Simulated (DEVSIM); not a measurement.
Structure: abrupt Ge p-n junction, at 300 K.

| layer (left to right) | material | thickness (μm) | Nd (cm⁻³) | Na (cm⁻³) | τn (s) | τp (s) |
|---|---|---|---|---|---|---|
| 1 | Ge | 1.70 | - | 5.1e17 | 1.7e-6 | 1.7e-6 |
| 2 | Ge | 7.80 | 1.8e16 | - | 1.7e-6 | 1.7e-6 |

Left contact: ohmic. Right contact: ohmic. Voltage is applied to the left contact. Recombination: SRH at mid-gap, radiative. Mobility is μmin + (μ − μmin)/(1 + (N/Nref)^α).

This is a model device: material constants are rounded textbook-type values typed into the input, and sizes, dopings and lifetimes were drawn at random. Values at 300 K.

| parameter | Ge |
|---|---|
| gap (eV) | 0.664 |
| affinity (eV) | 4 |
| permittivity | 16 |
| Nc (cm⁻³) | 1.04e19 |
| Nv (cm⁻³) | 6e18 |
| μn (cm²/Vs) | 3900 |
| μp (cm²/Vs) | 1900 |
| μn,min | 150 |
| μp,min | 100 |
| Nref,n | 2.6e17 |
| Nref,p | 4e17 |
| αn | 0.56 |
| αp | 0.6 |
| B (cm³/s) | 6.4e-14 |

DEVSIM, 1D drift-diffusion, Boltzmann statistics, complete ionisation; no tunnelling, impact ionisation, image-force lowering or self-heating.

**Question.** Tabulate band edges, carrier densities and field at zero bias.

**Answer.** Energies count from the Fermi level of the right contact; mesh points crowd at the junctions.

```json
[
 {"x (μm)": "0.000", "Ec (eV)": "0.600", "Ev (eV)": "-0.064", "n (cm⁻³)": "8.6e8", "p (cm⁻³)": "5.1e17", "field (V/cm)": "≈ 0"},
 {"x (μm)": "0.02779", "Ec (eV)": "0.600", "Ev (eV)": "-0.064", "n (cm⁻³)": "8.6e8", "p (cm⁻³)": "5.1e17", "field (V/cm)": "≈ 0"},
 {"x (μm)": "0.08682", "Ec (eV)": "0.600", "Ev (eV)": "-0.064", "n (cm⁻³)": "8.6e8", "p (cm⁻³)": "5.1e17", "field (V/cm)": "≈ 0"},
 {"x (μm)": "0.2030", "Ec (eV)": "0.600", "Ev (eV)": "-0.064", "n (cm⁻³)": "8.6e8", "p (cm⁻³)": "5.1e17", "field (V/cm)": "≈ 0"},
 {"x (μm)": "0.5887", "Ec (eV)": "0.600", "Ev (eV)": "-0.064", "n (cm⁻³)": "8.6e8", "p (cm⁻³)": "5.1e17", "field (V/cm)": "≈ 0"},
 {"x (μm)": "1.136", "Ec (eV)": "0.600", "Ev (eV)": "-0.064", "n (cm⁻³)": "8.6e8", "p (cm⁻³)": "5.1e17", "field (V/cm)": "≈ 0"},
 {"x (μm)": "1.448", "Ec (eV)": "0.600", "Ev (eV)": "-0.064", "n (cm⁻³)": "8.6e8", "p (cm⁻³)": "5.1e17", "field (V/cm)": "≈ 0"},
 {"x (μm)": "1.622", "Ec (eV)": "0.600", "Ev (eV)": "-0.064", "n (cm⁻³)": "8.6e8", "p (cm⁻³)": "5.1e17", "field (V/cm)": "≈ 0"},
 {"x (μm)": "1.676", "Ec (eV)": "0.599", "Ev (eV)": "-0.065", "n (cm⁻³)": "9.1e8", "p (cm⁻³)": "4.8e17", "field (V/cm)": "-2300"},
 {"x (μm)": "1.702", "Ec (eV)": "0.550", "Ev (eV)": "-0.114", "n (cm⁻³)": "6.0e9", "p (cm⁻³)": "7.3e16", "field (V/cm)": "-44000"},
 {"x (μm)": "1.730", "Ec (eV)": "0.447", "Ev (eV)": "-0.217", "n (cm⁻³)": "3.2e11", "p (cm⁻³)": "1.4e15", "field (V/cm)": "-32000"},
 {"x (μm)": "1.826", "Ec (eV)": "0.231", "Ev (eV)": "-0.433", "n (cm⁻³)": "1.4e15", "p (cm⁻³)": "3.1e11", "field (V/cm)": "-13000"},
 {"x (μm)": "2.000", "Ec (eV)": "0.165", "Ev (eV)": "-0.499", "n (cm⁻³)": "1.7e16", "p (cm⁻³)": "2.5e10", "field (V/cm)": "-220"},
 {"x (μm)": "2.376", "Ec (eV)": "0.164", "Ev (eV)": "-0.500", "n (cm⁻³)": "1.8e16", "p (cm⁻³)": "2.4e10", "field (V/cm)": "≈ 0"},
 {"x (μm)": "3.606", "Ec (eV)": "0.164", "Ev (eV)": "-0.500", "n (cm⁻³)": "1.8e16", "p (cm⁻³)": "2.4e10", "field (V/cm)": "≈ 0"},
 {"x (μm)": "5.756", "Ec (eV)": "0.164", "Ev (eV)": "-0.500", "n (cm⁻³)": "1.8e16", "p (cm⁻³)": "2.4e10", "field (V/cm)": "≈ 0"},
 {"x (μm)": "7.781", "Ec (eV)": "0.164", "Ev (eV)": "-0.500", "n (cm⁻³)": "1.8e16", "p (cm⁻³)": "2.4e10", "field (V/cm)": "≈ 0"},
 {"x (μm)": "8.684", "Ec (eV)": "0.164", "Ev (eV)": "-0.500", "n (cm⁻³)": "1.8e16", "p (cm⁻³)": "2.4e10", "field (V/cm)": "≈ 0"},
 {"x (μm)": "9.220", "Ec (eV)": "0.164", "Ev (eV)": "-0.500", "n (cm⁻³)": "1.8e16", "p (cm⁻³)": "2.4e10", "field (V/cm)": "≈ 0"},
 {"x (μm)": "9.383", "Ec (eV)": "0.164", "Ev (eV)": "-0.500", "n (cm⁻³)": "1.8e16", "p (cm⁻³)": "2.4e10", "field (V/cm)": "≈ 0"},
 {"x (μm)": "9.459", "Ec (eV)": "0.164", "Ev (eV)": "-0.500", "n (cm⁻³)": "1.8e16", "p (cm⁻³)": "2.4e10", "field (V/cm)": "≈ 0"},
 {"x (μm)": "9.500", "Ec (eV)": "0.164", "Ev (eV)": "-0.500", "n (cm⁻³)": "1.8e16", "p (cm⁻³)": "2.4e10", "field (V/cm)": "≈ 0"}
]
```
